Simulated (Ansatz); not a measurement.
The reference is GaP in the zinc blende structure (space group F-43m, No. 216; a = 5.438 Å).

The other end (x = 1) is AsP in the zinc blende structure (space group F-43m, No. 216; a hypothetical phase, not in the database extracts checked): 23.89 Å³/atom, gap zero; this end may not be an ambient phase.

Calculations: PBEsol (Ansatz, an electronic-structure program), no SOC.

As replaces a fraction x of Ga; each row is one arrangement (x, atoms in the cell, starting space group or random), fully relaxed.

One change was made to it. Results:

```tsv
quantity	base	after
mean first-shell distances	–	Ga–P 2.361 Å (end compound 2.355 Å), As–P 2.502 Å (end compound 2.494 Å)
mixing energy (to 0.01 eV only: unlike meshes or grids) (against an end that may be hypothetical)	–	+0.07 eV/atom
volume per atom	20.11 Å³	21.14 Å³
```

Task: What was done to the base?
A. x(As) = 0.25, 8 atoms, Pmm2
B. x(As) = 0.333, 6 atoms, P3m1
C. x(As) = 0.5, 4 atoms, P-4m2

Result: A, x(As) = 0.25, 8 atoms, Pmm2. For comparison, the mixing energy in the other runs: x(As) = 0.333, 6 atoms, P3m1 gives +0.03 eV/atom; x(As) = 0.5, 4 atoms, P-4m2 gives 0.00 eV/atom.

Each cell is one ordered arrangement of few atoms, which overstates ordering effects compared with a random alloy. Whether these cells are dynamically stable was not tested. The final runs are not spin-polarised. Under x(As) = 0.333, 6 atoms, P3m1 and x(As) = 0.5, 4 atoms, P-4m2 the cell changed shape so far that it is another structure. A zero or small gap of Ga3AsP4 can be the functional's error rather than a property of the material.
